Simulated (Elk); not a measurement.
Band structure of Sm2O (I4_1/amd, 6 atoms in the cell).

```yaml
crystal:
  lattice:
    - [-2.40676, 2.40676, 5.36563]
    - [2.40676, -2.40676, 5.36563]
    - [2.40676, 2.40676, -5.36563]
  atoms:
    - { symbol: Sm, position: [0.73469, 0.73469, 0.00000], spin: 5.0 }
    - { symbol: Sm, position: [0.48469, 0.98469, 0.50000], spin: 5.0 }
    - { symbol: Sm, position: [0.01531, 0.51531, 0.50000], spin: 5.0 }
    - { symbol: Sm, position: [0.26531, 0.26531, 0.00000], spin: 5.0 }
    - { symbol: O, position: [0.50000, 0.50000, 0.00000] }
    - { symbol: O, position: [0.25000, 0.75000, 0.50000] }
```
(The spins are starting values, not results.)

Method: Elk with PBEsol, all-electron FP-LAPW, Elk's shipped species files, APW+lo basis with extra local orbitals.

Settings: xctype = 22; spinpol = true; rgkmax = 7.5; stype = 0; swidth = 0.00734986 Ha; ngridk = 5 5 5; reducebf = 0.7; gmaxvr = 16 1/bohr; nxlo = 2; lorbcnd = true; lmaxi = 2.

The starting cell comes from a database of computed structures (which also holds hypothetical and non-ambient phases and stackings), without a prior relaxation at this level. Its lattice was rescaled by a random factor within 2.5 % of one. Spin-orbit coupling is off. The magnetic order is the one reached from the typed start; others were not searched systematically. With U or open f shells several self-consistent states can exist. The f electrons are in the valence without U or exact exchange, which can misplace them near the Fermi level. Spin-orbit terms, which matter for f shells, are left out. Values depend on the basis (sphere radii, cutoffs, local orbitals), which need not be converged.

Levels in eV from the Fermi level, bands 21 to 28 of the first spin channel:
```tsv
point	21	22	23	24	25	26	27	28
Γ	-3.72	-3.72	-3.44	-3.43	-2.01	-0.29	0.12	1.86
X	-5.46	-5.46	-4.83	-4.83	0.64	0.64	1.58	1.58
Y	-5.22	-5.22	-4.77	-4.77	0.57	0.58	1.40	1.40
S	-4.73	-4.61	-3.83	-3.57	0.05	0.26	0.67	0.95
Z	-3.70	-3.70	-3.44	-3.44	-0.98	-0.98	0.04	0.04
S1	-4.73	-4.61	-3.83	-3.57	0.05	0.26	0.67	0.95
N	-4.86	-4.52	-3.85	-3.58	0.23	0.49	1.11	1.31
P	-5.49	-5.49	-4.83	-4.83	0.48	0.48	1.64	1.64
Y1	-5.22	-5.22	-4.78	-4.77	0.57	0.58	1.40	1.40
```

Bands cross the Fermi level along this path, so the cell is metallic at this level.

The net moment of the cell came out as 26.38 μB.
